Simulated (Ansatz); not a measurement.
Consider InAgTe2 in the chalcopyrite structure (space group I-42d, No. 122).

```
InAgTe2
1.0
   -3.21597     3.21597     6.38292
    3.21597    -3.21597     6.38292
    3.21597     3.21597    -6.38292
In Te Ag
2 4 2
Direct
  0.50000   0.50000   0.00000
  0.25000   0.75000   0.50000
  0.37500   0.36624   0.49124
  0.63376   0.12500   0.00876
  0.87500   0.88376   0.50876
  0.11624   0.62500   0.99124
  0.00000   0.00000   0.00000
  0.75000   0.25000   0.50000
```

Cartesian axes are those of the cell as printed.

Method: PBEsol (Ansatz, an electronic-structure program, PAW, no spin-orbit coupling).

Now apply this change: the cell is stretched by 0.75 % along z with no lateral relaxation, atoms relaxed at fixed cell.

### Question
What happens to the stress and energy relative to the base?

### Answer
The stress (xx, yy, zz, yz, xz, xy; compression positive) amounts to (-0.29, -0.29, -0.41, 0.00, 0.00, 0.00) GPa; the energy rises by 0.3 meV/atom.

The cells carry an imposed strain or load. No phonon test of stability was made.
